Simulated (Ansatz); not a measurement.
# What biaxial strain +0.72 %, plane normal [001], relaxed out of plane does to LaCo5

The reference is LaCo5 (space group P6/mmm, No. 191; a = 4.9328 Å, c = 3.9284 Å; ferromagnetic). Axes: x lies along a and z along c of the hexagonal cell.

It is then changed as follows: tensile biaxial strain of 0.72 % in the plane normal to [001], as in epitaxy on a mismatched substrate; the out-of-plane cell vector and the atoms relax.

All numbers come from PBEsol, PAW, 420 eV (Ansatz, a first-principles code; spin-orbit coupling left out). Γ-centred 11×11×12 mesh, Fermi–Dirac width 0.05 eV.

```tsv
quantity	base	changed	shift
volume per atom	13.80 Å³	13.90 Å³	+0.105 Å³
space group	P6/mmm (No. 191)	P6/mmm (No. 191)	–
shortest interatomic distance	2.426 Å	2.421 Å	-0.005 Å
band gap	zero	zero	–
magnetic state	ferromagnetic	ferromagnetic	–
out-of-plane strain (rough)	–	-0.67 %	–
mean in-plane stress (compression positive) (rough)	–	-1.3 GPa	–
```

Other magnetic orders, which the real material may have, were not ruled out. Without a gap, meshes like the base's 11×11×12 leave anisotropic stresses uncertain by several tenths of a GPa, and small strain energies with them. Stability against distortions was not tested.
